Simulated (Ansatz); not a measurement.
This Ansatz (an electronic-structure program) input is the reference run, MoS₂ in the 3R-MoS2 type structure (space group R3m, No. 160; layered, stacked along the Cartesian z axis), computed with plane-wave PAW DFT at the PBEsol-D3(BJ) level (Ansatz, 420 eV), no spin-orbit coupling:

Ansatz 0.2 input:
```yaml
crystal:
  lattice:
    - [1.5578018903, 0.8993973407, 5.785450463]
    - [-1.5578018903, 0.8993973407, 5.785450463]
    - [0, -1.7987946814, 5.785450463]
  atoms:
    - { symbol: Mo, position: [0.0000389613, 0.0000389613, 0.0000389613] }
    - { symbol: S, position: [0.75647186, 0.75647186, 0.75647186] }
    - { symbol: S, position: [0.5767891788, 0.5767891788, 0.5767891788] }
basis: { ecutwfc: 420, ecutrho_ratio: 4, xc_grid: 2, fft_grid_basis: typed }
kpoints: { mp_grid: { grid: [12, 12, 12] } }
hamiltonian:
  xc: pbesol
  dispersion: d3bj
  pseudopotentials: { kind: paw }
scf: { occupations: { method: fermi_dirac, width: 0.05 }, convergence: { dr2_threshold: 0.0000000003 } }
output: { forces: true, stress: true }
```

Question: Write the input for this change: the cell is scaled by 1.0445 in all directions, atoms relaxed at fixed cell.

Answer: 
Ansatz 0.2 input:
```yaml
crystal:
  lattice:
    - [1.6271240744, 0.9394205224, 6.0429030086]
    - [-1.6271240744, 0.9394205224, 6.0429030086]
    - [0, -1.8788410447, 6.0429030086]
  atoms:
    - { symbol: Mo, position: [0.0000389613, 0.0000389613, 0.0000389613] }
    - { symbol: S, position: [0.75647186, 0.75647186, 0.75647186] }
    - { symbol: S, position: [0.5767891788, 0.5767891788, 0.5767891788] }
basis: { ecutwfc: 420, ecutrho_ratio: 4, xc_grid: 2, fft_grid_basis: typed }
kpoints: { mp_grid: { grid: [12, 12, 12] } }
hamiltonian:
  xc: pbesol
  dispersion: d3bj
  pseudopotentials: { kind: paw }
scf: { occupations: { method: fermi_dirac, width: 0.05 }, convergence: { dr2_threshold: 0.0000000003 } }
relax: { f_tol: 0.005, max_steps: 50 }
output: { forces: true, stress: true }
checkpoint: { write: state.ck, write_every: 1000 }
```
This is the input that was run.

The cells carry an imposed strain or load. No phonon test of stability was made.
